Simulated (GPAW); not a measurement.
GPAW run on Si₂Mo (I4/mmm, 3 atoms in the cell): self-consistent single point.

Method: LDA (Perdew-Wang 92), GPAW PAW datasets LDA (gpaw-data 1.0.1) (plane waves; GPAW).

```
Si2Mo
1.0
   -1.62424     1.62424     3.96203
    1.62424    -1.62424     3.96203
    1.62424     1.62424    -3.96203
Si Mo
2 1
Cartesian
  0.00000   0.00000   5.26609
  0.00000   0.00000   2.65797
  0.00000   0.00000   0.00000
```

Reference input (self-consistent single point, DFT PBE, plane waves, GPAW PAW datasets PBE (gpaw-data 1.0.1)): mode = pw; ecut = 550 eV; xc = PBE; kpts = 11 11 11; mesh shift (steps) = 0 0 0; occupations.name = fermi-dirac; occupations.width = 0.1 eV; nbands = -9; convergence.density = 1e-05 e/electron; convergence.energy = 1e-05 eV/electron; symmetry.symmorphic = false; symmetry.tolerance = 0.0005. This run's input differs from it in these lines:

```diff
@@ -14,3 +14,3 @@
 calc = GPAW(mode=PW(550),
-            xc='PBE',
+            xc='LDA',
             kpts=(11, 11, 11),
```

Its files differ too (potentials: GPAW PAW datasets LDA (gpaw-data 1.0.1)).

The program printed (abridged):

```
     iter     time        total  log10-change:
                         energy   eigst   dens
iter:   1 --:--:--   -27.095096
iter:   2 --:--:--   -26.837417   -0.80  -1.11
iter:   3 --:--:--   -26.175168   -1.37  -1.14
iter:   4 --:--:--   -26.163347   -2.77  -1.28
iter:   5 --:--:--   -26.064569   -1.70  -1.35
iter:   6 --:--:--   -26.040842   -2.93  -2.03
iter:   7 --:--:--   -26.039513   -3.59  -2.23
iter:   8 --:--:--   -26.039466   -3.73  -2.71
iter:   9 --:--:--   -26.038427   -4.45  -2.54
iter:  10 --:--:--   -26.038431   -5.97  -3.62
iter:  11 --:--:--   -26.038430c  -7.60c -3.69
iter:  12 --:--:--   -26.038423c  -6.73  -3.70
iter:  13 --:--:--   -26.038427c  -7.16  -3.78
iter:  14 --:--:--   -26.038426c  -6.51  -3.90
iter:  15 --:--:--   -26.038429c  -6.89  -3.77
iter:  16 --:--:--   -26.038427c  -7.55c -4.04
iter:  17 --:--:--   -26.038427c  -8.84c -5.20c
Converged after 17 iterations.

Dipole moment: (-0.000000, 0.000000, -0.000000) |e|*Ang

Energy contributions relative to reference atoms: (reference = -125737.239404)

Kinetic:         -6.163415
Potential:       +4.031913
External:        +0.000000
XC:             -23.661378
Entropy (-ST):   -0.012017
Local:           -0.239538
SIC:             +0.000000
--------------------------
Free energy:    -26.044435
Extrapolated:   -26.038427

Showing only first 2 kpts
 Kpt  Band  Eigenvalues  Occupancy
  0     9      8.81042    2.00000
  0    10     11.63568    0.05280
  0    11     14.17632    0.00000
  0    12     14.64911    0.00000

  1     9      9.55214    2.00000
  1    10     10.77901    1.98606
  1    11     13.54462    0.00000
  1    12     14.42614    0.00000

Fermi level: 11.27492

No gap
No difference between direct/indirect transitions
Energy (eV): -26.038427

Forces in eV/Ang:
  0 Si   -0.00000   -0.00000   -0.10112
  1 Si   -0.00000   -0.00000    0.10112
  2 Mo    0.00000    0.00000   -0.00000

Stress tensor:
     0.077238     0.000000     0.000000
     0.000000     0.077238    -0.000000
     0.000000    -0.000000     0.076689
Stress (GPa, Voigt): [12.3749 12.3749 12.287  -0.      0.      0.    ]
```

The run converged in 17 iterations. GPAW prints stress with tension positive. Against the reference run the pressure goes from -4.42 to -12.35 GPa and the largest force goes from 0.010 to 0.101 eV/Å.

The starting cell comes from a database of computed structures (which also holds hypothetical and non-ambient phases and stackings), without a prior relaxation at this level. Its lattice was rescaled by a random factor within 2.5 % of one. Spin polarisation is off. With a pressure of about -12 GPa the cell is away from its equilibrium volume at this level.

Cost on one core of a shared machine: roughly 3 min.
